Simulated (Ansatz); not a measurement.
# CdS: response to strain

The reference is CdS in the wurtzite structure (space group P6_3mc, No. 186; a = 4.074 Å, c = 6.637 Å). Axes: x lies along a and z along c of the hexagonal cell.

Strains are applied to the cell and any free atomic positions relax.

Calculations: Kohn–Sham DFT with the LDA functional, run in Ansatz (an electronic-structure program) with PAW and 420 eV plane waves, no spin-orbit coupling.

| uniaxial strain ε_zz (%) | band gap (eV) |
|---|---|
| 0 | 1.03 |
| 0.6 | ? |
| 1.2 | 0.98 |
| 1.8 | 0.95 |
| 2.4 | 0.92 |
| 3 | 0.90 |

**Question.** Fit E_g = E₀ + Dε (ε in %) to the rows shown and predict the withheld row.

**Answer.** Least squares on the printed values gives E₀ = 1.03 eV, D = -44.4 meV per % of strain (largest residual 0.00 eV); this predicts 1.00 eV, and the run gives 1.00 eV, in agreement.

Whether these cells are dynamically stable was not tested.
